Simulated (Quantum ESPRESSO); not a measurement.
# How a calculation on Mg13Al14 (Im-3m, 27 atoms in the cell) responds to its settings

```
Mg13Al14
1.0
   -5.09866     5.09866     5.09866
    5.09866    -5.09866     5.09866
    5.09866     5.09866    -5.09866
Mg Al
13 14
Cartesian
  0.00000   0.00000   0.00000
  5.09866   1.59394   1.59394
  0.00000   3.50472   3.50472
 -1.59394   5.09866   1.59394
  1.59394   5.09866  -1.59394
  5.09866  -1.59394   1.59394
  5.09866   1.59394  -1.59394
  1.59394   5.09866   1.59394
  3.50472   0.00000   3.50472
  1.59394  -1.59394   5.09866
 -1.59394   1.59394   5.09866
  1.59394   1.59394   5.09866
  3.50472   3.50472   0.00000
  3.35645  -3.35645   3.35645
  1.74221  -1.74221   1.74221
  3.35645   3.35645   3.35645
  1.74221   1.74221   1.74221
 -3.35645   3.35645   3.35645
 -1.74221   1.74221   1.74221
  1.74221   1.74221  -1.74221
  3.35645   3.35645  -3.35645
  0.00000   0.00000   7.13761
  0.00000   0.00000   3.05971
  7.13761   0.00000   0.00000
  3.05971   0.00000   0.00000
  0.00000   7.13761   0.00000
  0.00000   3.05971   0.00000
```

Base run A: PBEsol, GBRV 1.5 ultrasoft (PBESOL) pseudopotentials run with Quantum ESPRESSO 7.5, self-consistent single point.

Its settings: ecutwfc = 40 Ry; ecutrho = 200 Ry; occupations = smearing; smearing = fd; degauss = 0.0099958 Ry; potentials = {Mg: mg_pbesol_v1.4.uspp.F.UPF, Al: al_pbesol_v1.uspp.F.UPF}; K_POINTS = automatic 3 3 3 0 0 0; conv_thr = 1e-10 Ry; mixing_beta = 0.5.

The starting cell comes from a database of computed structures (which also holds hypothetical and non-ambient phases and stackings), without a prior relaxation at this level.

ΔF is the free energy per atom less that of run A. 

Run A gave: pressure (GPa) -1.12; largest force (eV/Å) 0.132; k-points 4.

Runs:
- B: K_POINTS = automatic 2 2 2 0 0 0
- C: K_POINTS = automatic 2 2 2 1 1 1
- D: K_POINTS = automatic 3 3 3 1 1 1
- E: K_POINTS = automatic 4 4 4 0 0 0
- F: K_POINTS = automatic 4 4 4 1 1 1
- G: K_POINTS = automatic 5 5 5 1 1 1
- H: K_POINTS = automatic 3 3 3 0 0 1

Problem. What does run H change against A?

Solution. The free energy rises by 5.0 meV/atom, the pressure hardly changes (-1.12 to -1.07 GPa) and the largest force goes from 0.132 to 0.085 eV/Å.

Problem. What does run G change against A?

Solution. The free energy hardly moves (within 1 meV/atom), the pressure moves little (-1.12 to -1.11 GPa) and the largest force goes from 0.132 to 0.050 eV/Å.

```csv
run,ΔF (meV/atom),pressure (GPa),largest force (eV/Å),k-points
A,0.00,-1.12,0.132,4
B,47.5,-1.08,0.103,3
C,9.9,-0.66,0.457,2
D,0.97,-1.10,0.043,4
E,6.2,-1.04,0.158,8
F,0.03,-1.07,0.015,6
G,-0.73,-1.11,0.050,10
H,5.0,-1.07,0.085,8
```
